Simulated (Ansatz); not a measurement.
A calculation on 1T (CdI2-type) MgI₂ returned lattice constant a 4.154 Å, lattice parameter c 6.879 Å, formation enthalpy -1.222 eV/atom.

For reference: lattice constant a 4.14 Å (measured, temperature not stated, copied from a table, unchecked, no zero-point or thermal correction; as tabulated in Crystal Structures 1, 239 (1963)); lattice parameter c 6.88 Å (measured, temperature not stated, copied from a table, unchecked, no zero-point or thermal correction; as tabulated in Crystal Structures 1, 239 (1963)); formation enthalpy -1.268 ± 0.02 eV/atom (measured, 298 K, copied from a table, unchecked, not corrected to a static lattice; as tabulated in Wang et al. (2021), doi:10.1038/s41598-021-94550-5).

### Question
Which level of theory produced these numbers?
(A) PBE (Ansatz, an electronic-structure program)
(B) r²SCAN+rVV10 (Ansatz)
(C) LDA (Ansatz)
(D) PBE0 (Ansatz)

### Answer
B, r²SCAN+rVV10 (Ansatz)

The others give: PBE0 4.176 Å, 7.670 Å, -1.222 eV/atom; PBE 4.206 Å, 7.815 Å, -1.068 eV/atom; LDA 4.075 Å, 6.694 Å, -1.072 eV/atom.

Unless a cell is named, each level is at its own relaxed cell (LDA 32.08, PBE 40.27, PBE0 38.62, r²SCAN+rVV10 34.27 Å³/atom).

Caveats: the cell comes from a level without a dispersion term, which matters for the spacing of layers, chains or molecules (PBE0, PBE, LDA). Ansatz's density-functional and Hartree–Fock values are scalar-relativistic unless marked +SOC, with PAW data made under PBE.
